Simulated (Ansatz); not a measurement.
# TiO2: transverse stress against strain

TiO2 (rutile, P4_2/mnm, 10.057 Å³/atom at rest, c along z) under a strain ε along c (axis z), the other axes held. LDA in Ansatz, a plane-wave DFT program (PAW, default set), 420 eV, 7×7×11 Γ-centred mesh, Fermi-Dirac smearing 0.05 eV; ions are relaxed within the symmetry of each cell. Stress is positive for a compressed cell.

Here s stands for strain and y for stress xx.

| strain (%) | stress xx (GPa) |
|---|---|
| -3.00 | ? |
| -1.20 | 2.14 |
| -0.60 | 1.06 |
| 0.00 | 0.00 |
| 0.60 | -1.04 |
| 1.20 | -2.05 |

Q: Fit y against s with a straight line, and predict the withheld value at s = -3.00.

A: Means: s 0, y 0.022. About the means, the sum of products is -6.2880 and the sum of squares of s is 3.6000; the slope is their ratio. Least squares gives y = 0.022 - 1.7467·s. Residuals (row less fit): 0.022, -0.010, -0.022, -0.014, 0.024; standard error 0.025 (degrees of freedom: 3). The slope gives the elastic constant C13 = 175 ± 1.3 GPa. At the withheld row, y = 0.022 - 1.7467 × (-3.0) = 5.262 GPa. The calculation gives 5.57 GPa, 0.308 GPa above the prediction (4.0 % of the range of y in the table). The row lies outside the fitted rows, so this is an extrapolation. From the scatter of the fitted rows alone, a prediction at this place has a standard error of 0.048 GPa, so the miss is 6.4 times that.

One order more, fitted to all 11 runs of the series, follows each within 0.01, so the miss is the next term of a smooth law. The primitive cell can neither tilt nor turn polar against its symmetry, as such crystals can under strain. Rows are the converged runs of the series near zero and its far end; series whose fitted rows scatter by over a few per cent of the range, as at a crossing or softening among them, aren't shown in this form. Most that stay on the fit to the last digits aren't either.
